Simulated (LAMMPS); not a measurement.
Ni (fcc) at 1210 K and zero pressure, started from the melt, with several potentials, in cells of their own sizes.

Potentials compared:
- EAM-type CuNi.eam.alloy: classical MD, pair style eam/alloy, file CuNi.eam.alloy (LAMMPS); Onat and Durukanoglu, J Phys Cond Matt, 26, 035404 (2014)
- EAM-type smf7: classical MD, pair style eam, the elements' _smf7.eam files (smf7) (LAMMPS); Foiles, Phys Rev B 32, 7685 (1985)
- EAM-type universal-3 set of Foiles, Baskes and Daw: classical MD, pair style eam, the elements' _u3.eam files (universal-3 set of Foiles, Baskes and Daw) (LAMMPS); Foiles et al, Phys Rev B, 33, 7983 (1986)
- MEAM MoCoNiVFeAlCr_2nn.meam: classical MD, pair style meam, file MoCoNiVFeAlCr_2nn.meam (LAMMPS); Wang, J., Kwon, H., Kim, H.S. et al. A neural network model for high entropy alloy design. npj Comput Mater 9, 60 (2023).

```json
[
 {"potential": "EAM-type CuNi.eam.alloy", "state": "liquid", "volume": "12.139 ± 0.001 Å³/atom", "first peak of g(r)": "2.44 Å, height 3.2", "coordination number": "13.1 (counted to 3.38 Å)", "self-diffusion coefficient of Ni (not corrected for cell size)": "(1.55 ± 0.02) × 10^-5 cm²/s", "mean phonon frequency": "5.1 THz", "rough cost (ms per atom and simulated ps)": "1 to 3"},
 {"potential": "EAM-type smf7", "state": "liquid", "volume": "12.053 ± 0.001 Å³/atom", "first peak of g(r)": "2.46 Å, height 3.4", "coordination number": "13.0 (counted to 3.34 Å)", "self-diffusion coefficient of Ni (not corrected for cell size)": "(5.44 ± 0.07) × 10^-6 cm²/s", "mean phonon frequency": "5.8 THz", "rough cost (ms per atom and simulated ps)": "1 to 3"},
 {"potential": "EAM-type universal-3 set of Foiles, Baskes and Daw", "state": "liquid", "volume": "12.186 ± 0.002 Å³/atom", "first peak of g(r)": "2.46 Å, height 3.3", "coordination number": "13.3 (counted to 3.42 Å)", "self-diffusion coefficient of Ni (not corrected for cell size)": "(7.8 ± 0.1) × 10^-6 cm²/s", "mean phonon frequency": "5.7 THz", "rough cost (ms per atom and simulated ps)": "0.3 to 1"},
 {"potential": "MEAM MoCoNiVFeAlCr_2nn.meam", "state": "crystallised at least in part", "volume": "11.74 ± 0.10 Å³/atom", "first peak of g(r)": "2.50 Å, height 4.5", "coordination number": "12.0 (counted to 3.10 Å)", "self-diffusion coefficient of Ni (not corrected for cell size)": "-", "mean phonon frequency": "-", "rough cost (ms per atom and simulated ps)": "10 to 30"}
]
```

Costs are rough: whole-run CPU time with set-up and analysis, from shared machines, in bands a factor of about three wide.

Caution (row EAM-type CuNi.eam.alloy): this liquid lies under the melting point of about 1570 K that EAM-type CuNi.eam.alloy gives, so it is undercooled.

Caution (row EAM-type smf7): this liquid lies under the melting point of about 1810 K that EAM-type smf7 gives, so it is undercooled.

Caution (row EAM-type universal-3 set of Foiles, Baskes and Daw): this liquid lies under the melting point of about 1710 K that EAM-type universal-3 set of Foiles, Baskes and Daw gives, so it is undercooled.

Caution (row MEAM MoCoNiVFeAlCr_2nn.meam): enthalpy drifts during the constant-pressure average: a transition or slow ageing; fluctuation values are void.

States go by the mean squared displacement: a species diffuses where it passes 1.5 Å², still rises and gives D over 1e-6 cm²/s; a crystal has left its structure where atoms lie 0.35 Å off their sites on average or a cubic box changes its shape by 3 %, or the axial ratios of another lie 8 % off the starting cell's, which the potential's own relaxation can also do.

Errors of D are the spread over four groups of atoms in one short run; a floor of about 5 %, a picked value, is safer.

Uncertainties are statistical and leave out the potential's own error.
